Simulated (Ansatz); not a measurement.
Results of G0W0@PBEsol (Ansatz, an electronic-structure program, plane waves, hard PAW, contour deformation, complete-basis limit) for 1T (CdI2-type) CaI₂.

Run with largest k mesh 9×9×4 (not extrapolated in the mesh).

Cell (measured lattice):

```
CaI2
1.0
    4.48000     0.00000     0.00000
   -2.24000     3.87979     0.00000
    0.00000     0.00000     6.96000
Ca I
1 2
Cartesian
  0.00000   0.00000   0.00000
  0.00000   2.58653   1.74000
  2.24000   1.29326   5.22000
```

### Question
Give the computed band gap.

### Answer

band gap: 5.77 eV

Note: cell and atoms aren't relaxed at this level; the gap holds a correction of +0.22 eV to the complete basis.

Spin–orbit coupling is not included; with these elements it can move the gap by several tenths of an eV or more.
